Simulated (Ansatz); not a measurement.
Amorphous Hf16Ti2O36, 54 atoms at 8.08 g/cm³, one PBE-relaxed geometry, zone centre. Methods: PBE, scalar-relativistic without spin-orbit coupling (Ansatz, a program for electronic structure); r2SCAN, scalar-relativistic without spin-orbit coupling (Ansatz); HSE06, scalar-relativistic without spin-orbit coupling (Ansatz). Plane waves to 420 eV (r2SCAN 500 eV); exact exchange is cut at the cell's faces. At PBE the levels at the empty edge of the gap are localised (band-tail or defect states), and the nearest spread-out levels lie 4.2 eV apart at the zone centre. All rungs ran without spin polarisation.

A CHGNet melt-quench gave the starting glass, which DFT then relaxed. O atoms were pushed apart under 1.9 Å during the dynamics, to hinder bonds among them. The hot cell started wider than the set density and was brought back towards it in steps. It is the lowest in DFT energy of 2 quenches. It is a model cell: composition and starting density were chosen by hand, and all elements were melted together. No dispersion term was used. Its density started from a set value of 8.35 and ended at 8.08 g/cm³. The simulated quench (nominally 380 K/ps over its main leg) is rapid and tends to freeze in more defects than a deposited or slowly cooled glass has. A cell of this size samples the disorder only roughly. Volume and shape were free in the relaxation.

The relaxation ran on the zone centre alone. At PBE the level gap is 3.25 eV on a 2×2×2 Γ-centred mesh, and the spacing at the zone centre alone 3.35 eV.

Q: What zone-centre spacing does r2SCAN give, roughly?

A: 3.73 eV (+0.37 eV against PBE).

Q: What zone-centre spacing does HSE06 give, roughly?

A: 4.97 eV (+1.62 eV against PBE).

The highest filled and the lowest empty state spread over these numbers of atoms (participation numbers): PBE: 15.2 and 2.5; r2SCAN: 12.1 and 2.2; HSE06: 10.2 and 2.5.
